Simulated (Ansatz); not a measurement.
# Ir: pressure series

Start from Ir in the fcc (Cu type) structure (space group Fm-3m, No. 225; a = 3.8112 Å).

Cell and atoms are relaxed at each pressure.

Calculations: Ansatz (a first-principles code) LDA, without spin-orbit coupling.

| pressure (GPa) | volume per atom (Å³/atom) |
|---|---|
| -2 | 13.909 |
| -1 | 13.874 |
| 0 | 13.839 |
| 0.9 | 13.809 |
| 2.1 | 13.769 |
| 9 | ? |
| 15 | 13.376 |
| 22.5 | 13.176 |
| 30 | 12.991 |

Fit the third-order Birch–Murnaghan form P(V) = (3B₀/2)[(V₀/V)^(7/3) − (V₀/V)^(5/3)]·[1 + (3/4)(B₀′ − 4)((V₀/V)^(2/3) − 1)] (squares taken in P) to the rows shown and predict the withheld row.

Least squares on the printed values gives V₀ = 13.839 Å³/atom, B₀ = 405 GPa, B₀′ = 5.0; this predicts 13.551 Å³/atom, and the run gives 13.550 Å³/atom, in agreement.

Measured bulk modulus of Ir: 365 GPa (static lattice; corrected from measurement; as listed in H. Levämäki et al., Physical Review B (2014)); the computed value is 11 % above it.

Load acts through the strain it causes; cell and atoms are relaxed under it. No phonon test of stability was made. Competing high-pressure phases were not computed. The final runs are not spin-polarised.
